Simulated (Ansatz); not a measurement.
**Cu: transverse stress against strain**

Cu (fcc, Fm-3m, 10.888 Å³/atom at rest, cube axes along x, y and z) under a strain ε along a cube axis (axis z), the other axes held. LDA in Ansatz, a plane-wave DFT program (PAW, default set), 420 eV, 32×32×32 Γ-centred mesh, Fermi-Dirac smearing 0.10 eV; ions are relaxed within the symmetry of each cell. Stress is positive for a compressed cell.

Here s stands for strain and y for stress xx.

```csv
strain (%),stress xx (GPa)
-1.50,2.64
-1.00,1.73
-0.50,0.85
0.00,0.00
0.50,-0.82
1.00,-1.60
1.50,-2.36
3.00,?
```

Taking a straight line for y over the 7 complete rows: Means: s 0, y 0.063. About the means, the sum of products is -11.665 and the sum of squares of s is 7.0000; the slope is their ratio. Least squares gives y = 0.063 - 1.6664·s. Residuals (row less fit): 0.077, 0.001, -0.046, -0.063, -0.050, 0.003, 0.077; standard error 0.064 (degrees of freedom: 5). The slope gives the elastic constant C12 = 167 ± 2 GPa.

### Question
Estimate the missing y (s = 3.00); what did the run itself give?

### Answer
y = 0.063 - 1.6664 × 3.0 = -4.936 GPa. The calculation gives -4.46 GPa, 0.476 GPa above the prediction (6.7 % of the range of y in the table). The row lies outside the fitted rows, so this is an extrapolation. From the scatter of the fitted rows alone, a prediction at this place has a standard error of 0.100 GPa, so the miss is 4.8 times that.

One order more, fitted to all 13 runs of the series, follows each within 0.01, so the miss is the next term of a smooth law. In a metal these values are sensitive to mesh and smearing; energies are taken to zero smearing, stresses follow the free energy. Rows are the converged runs of the series near zero and its far end; series whose fitted rows scatter by over a few per cent of the range, as at a crossing or softening among them, aren't shown in this form. Most that stay on the fit to the last digits aren't either.
